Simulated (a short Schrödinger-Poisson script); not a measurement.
MOS inversion layer, SiO2 on p-type Ge(100)

Stack: MOS inversion layer, SiO2 on p-type Ge(100), at 300 K.

| layer | material | thickness (nm) | Na (cm⁻³) |
|---|---|---|---|
| 1 | SiO2 | 2.3 | - |
| 2 | Ge | 550 | 5.7e17 |

The device is made up for the run: typed textbook-type constants, with dimensions and the other settings drawn at random. SiO2: permittivity 3.9, conduction-band edge (eV) 3.1, gap (eV) 9, electron mass (mₑ) 0.5. Ge: permittivity 16, conduction-band edge (eV) 0, gap (eV) 0.664, Nv at 300 K (cm⁻³) 6e18.

Channel valleys (confinement mass, in-plane density-of-states mass, number): L4 0.12, 0.295, 4. At the gate the conduction-band edge of layer 1 lies 3.26 eV − eVg above the Fermi level of the channel; the field vanishes at the back. Gaps are held at their typed values at every temperature. Mesh 0.03 nm at interfaces.

Solved with a short Schrödinger-Poisson script written for these runs: 1D Poisson equation in equilibrium, electrons quantum, Hartree (BenDaniel-Duke, 12 states a valley, the channel's in-plane mass for all, wave functions ending at the dielectric), parabolic valleys, classical holes, full ionisation, no traps, pinning or gate leakage.

```tsv
Vg (V)	electrons (cm⁻²)	C (μF/cm²)	L4 E0 (meV)	L4 E1 (meV)
0.1	9.59e6	0.344	366.2	441.9
0.3	2.08e9	0.301	226.3	316.7
0.5	2.46e11	0.710	102.3	203.8
0.7	1.32e12	1.04	57.8	167.2
0.9	2.65e12	1.12	38.2	154.5
1.1	4.08e12	1.16	25.5	148.0
1.3	5.55e12	1.19	16.0	144.1
1.5	7.04e12	1.21	8.1	141.7
1.7	8.56e12	1.22	1.3	140.0
1.9	1.01e13	1.24	-4.7	138.8
```

Gate voltages with under 1e6 electrons/cm² are left out.

Subbands count from the Fermi level.

Only the L valleys are kept; under strong confinement the Δ valleys of Ge fill too.
